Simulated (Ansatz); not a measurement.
Functionals compared on the (33-61) surface of hcp Ti in its 1x1 cell, outermost plane spacing 0.24 Å in the ideal cut, in Ansatz (plane waves, PAW). The structure was relaxed with PBE; the other rows are single points on it. Cutoff 420 eV (500 eV for r2SCAN).

Set-up: 44 atoms, 10.5 Å thick at the start (thin: gaps and levels are the slab's own); mesh 8x3x1; 0.1 eV smearing; dipole correction on; all atoms relaxed; held to the start's symmetry, so lower structures may exist; no spin, no spin-orbit, no U. These notes are the PBE run's.

```
functional  work function of the top face (eV)          rough cost of the single point
----------  ----------------------------------  --------------------------------------
PBE                                       3.33                                       –
LDA                                       3.57          around 11 core-minutes (rough)
PBEsol                                    3.39  about 11 core-minutes (a rough figure)
RPBE                                      3.20  about 11 core-minutes (a rough figure)
r2SCAN                              (withheld)          around 23 core-minutes (rough)
```

Problem. Some entries are withheld; supply them.

Solution. 
- r2SCAN, work function of the top face (eV): 3.32

Ansatz is a first-principles code.
